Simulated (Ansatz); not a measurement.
Base system: WSe2 in the 2H-MoS2 type structure (space group P6_3/mmc, No. 194; a = 3.230 Å, c = 12.411 Å; layered, stacked along the Cartesian z axis).

The change: full substitution Se → S; the structure is relaxed again.

Levels (all Ansatz, a program for electronic structure, PAW, earlier PAW set): PBEsol-D3(BJ) (420 eV, spin-orbit coupling left out); r2SCAN (500 eV, no SOC); HSE06 (420 eV, without spin-orbit coupling); PBEsol+SOC (420 eV, noncollinear with spin-orbit coupling).

At the geometry relaxed with PBEsol-D3(BJ), these levels gave the following band gaps, in shuffled order: (a) 0.81 eV, (b) 0.62 eV, (c) 1.19 eV, (d) 0.66 eV.

Task: Match each gap to its level.

Result: (a) r2SCAN; (b) PBEsol+SOC; (c) HSE06; (d) PBEsol-D3(BJ).

Single points use the geometry relaxed with PBEsol-D3(BJ). The hybrid gap comes from the SCF mesh plus the semilocal run's edge points and a few special points and is an upper bound. Differences between runs with and without spin-orbit coupling are approximate. Spin-orbit coupling, missing from the scalar runs, can matter with W. Stability against distortions was not tested.
